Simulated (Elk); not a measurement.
```
Yb
1.0
    0.00000     2.68348     2.68348
    2.68348     0.00000     2.68348
    2.68348     2.68348     0.00000
Yb
1
Direct
  0.00000   0.00000   0.00000
```

Method: Elk with PBE, all-electron FP-LAPW, Elk's shipped species files, APW+lo basis with extra local orbitals.

The set-up and first iterations of an Elk log for Yb (Fm-3m, 1 atom in the cell):

```
│ Elk code version 10.2.4 │

All units are atomic (Hartree, Bohr, etc.)

│ Ground-state run starting from atomic densities │

Lattice vectors :
   0.000000000       5.071047930       5.071047930
   5.071047930       0.000000000       5.071047930
   5.071047930       5.071047930       0.000000000

Unit cell volume      :    260.8093410
Brillouin zone volume :   0.9510787169

Muffin-tin inner radius fraction :   0.1000000000E-01

Nuclei treated as point charges

Species :    1 (Yb)
 parameters loaded from : Yb.in
 name : ytterbium
 nuclear charge    :   -70.00000000
 electronic charge :    70.00000000
 atomic mass :    315432.6234
 muffin-tin radius :    2.800000000
 number of radial points in muffin-tin :    697
 atomic positions (lattice), magnetic fields (Cartesian) :
   1 :   0.00000000  0.00000000  0.00000000    0.00000000  0.00000000  0.00000000

Total number of atoms per unit cell :    1

Spin treatment :
 spin-unpolarised

   [... lines left out ...]
Maximum |G+k| for APW functions       :    2.678571429
Maximum (1/2)|G+k|²                   :    3.587372449
Maximum |G| for potential and density :    16.00000000
 potential will be trimmed for |G| > 2 gkmax
Constant for pseudocharge density :   11
Radial integration step length :    4

G-vector grid sizes :     40    40    40
Number of G-vectors :    18149

Maximum angular momentum used for
 APW functions                      :    8
 outer part of muffin-tin           :    6
 inner part of muffin-tin           :    2

Total nuclear charge    :   -70.00000000
Total core charge       :    46.00000000
Total valence charge    :    24.00000000
Total excess charge     :    0.000000000
Total electronic charge :    70.00000000

Effective Wigner radius, rₛ :   0.9617130240

Number of empty states         :    4
Total number of valence states :   16
Total number of core states    :   46

Conduction state local-orbitals added automatically
Total number of local-orbitals :   96

Exchange-correlation functional :     20     0     0
 Perdew-Burke-Ernzerhof, Phys. Rev. Lett. 77, 3865 (1996)
 gradient requirement :    1
 generalised gradient approximation (GGA)

Smearing type :    3
 Fermi-Dirac
Smearing width :   0.3674930000E-02
Effective electronic temperature (K) :    1160.451112

Mixing type :    3
 Broyden mixing, J. Phys. A: Math. Gen. 17, L317 (1984)

Kohn-Sham potential initialised from atomic data
│ Self-consistent loop started │
│ Loop number : 1 │
 total energy                :     -13899.7855249
│ Loop number : 2 │
 total energy                :     -13945.8841154
RMS change in Kohn-Sham potential (target) :    1.796541473     (  0.1000000000E-05)
Absolute change in total energy (target)   :    46.09859049     (  0.1000000000E-03)
│ Loop number : 3 │
 total energy                :     -14065.7563119
RMS change in Kohn-Sham potential (target) :   0.1836450117     (  0.1000000000E-05)
Absolute change in total energy (target)   :    131.3968441     (  0.1000000000E-03)
│ Loop number : 4 │
 total energy                :     -14076.9350119
RMS change in Kohn-Sham potential (target) :   0.4513101640E-01 (  0.1000000000E-05)
Absolute change in total energy (target)   :    44.02791111     (  0.1000000000E-03)
│ Loop number : 5 │
 total energy                :     -14078.9026412
RMS change in Kohn-Sham potential (target) :   0.3300077902E-01 (  0.1000000000E-05)
Absolute change in total energy (target)   :    12.97460705     (  0.1000000000E-03)
│ Loop number : 6 │
 total energy                :     -14078.9560633
RMS change in Kohn-Sham potential (target) :   0.4042950725E-01 (  0.1000000000E-05)
Absolute change in total energy (target)   :    3.297073882     (  0.1000000000E-03)
│ Loop number : 7 │
 total energy                :     -14078.5316496
RMS change in Kohn-Sham potential (target) :   0.3233644897E-01 (  0.1000000000E-05)
   [... lines left out ...]
```

Task: Will this run converge, and how will it end?

Result: The run ended unconverged after 100 iterations. It gives no final result for the task that was set. The log goes on:

```
 total energy                :     -14069.4299794
RMS change in Kohn-Sham potential (target) :   0.9065147948E-01 (  0.1000000000E-05)
   [... lines left out ...]
RMS change in Kohn-Sham potential (target) :   0.7261533838E-01 (  0.1000000000E-05)
Absolute change in total energy (target)   :    9.639060849     (  0.1000000000E-03)
│ Loop number : 98 │
 total energy                :     -14080.2942377
RMS change in Kohn-Sham potential (target) :   0.5132953657E-01 (  0.1000000000E-05)
Absolute change in total energy (target)   :    6.906979562     (  0.1000000000E-03)
│ Loop number : 99 │
 total energy                :     -14062.7251020
RMS change in Kohn-Sham potential (target) :   0.1951128051     (  0.1000000000E-05)
Absolute change in total energy (target)   :    15.84239082     (  0.1000000000E-03)
│ Loop number : 100 │
Reached self-consistent loops maximum

Energies :
 Fermi                       :     0.159603437854
 total energy                :     -14069.4476981

Density of states at Fermi energy :    72.98486170
 (states/Hartree/unit cell)

Estimated indirect band gap :   0.1580423056E-02
 from k-point     24 to k-point     20
Estimated direct band gap   :   0.9657436333E-02
 at k-point     20

Charges :
 core                        :    46.00000000
 valence                     :    24.00000000
 interstitial                :    1.847873705
 muffin-tins (core leakage)
  species :    1 (Yb)
   atom    1                 :    68.15212629     (  0.1119532278E-05)
 total in muffin-tins        :    68.15212629
 total calculated charge     :    69.99703018
 total charge                :    70.00000000
 error                       :   0.2969822300E-02

│ Self-consistent loop stopped │
```

The starting cell comes from a database of computed structures (which also holds hypothetical and non-ambient phases and stackings), without a prior relaxation at this level. Its lattice was rescaled by a random factor within 2.5 % of one. For this run, on top of that: lattice scaled by 0.98. Spin-orbit coupling is off. Values depend on the basis (sphere radii, cutoffs, local orbitals), which need not be converged.

The run was DFT, PBE, all-electron FP-LAPW, Elk's shipped species files, APW+lo basis with extra local orbitals. Main settings of its input:

```
key              value
-------  -------------
xctype              20
rgkmax             7.5
swidth   0.00367493 Ha
ngridk           8 8 8
gmaxvr       16 1/bohr
nxlo                 2
lorbcnd           true
lmaxi                2
maxscl             100
```
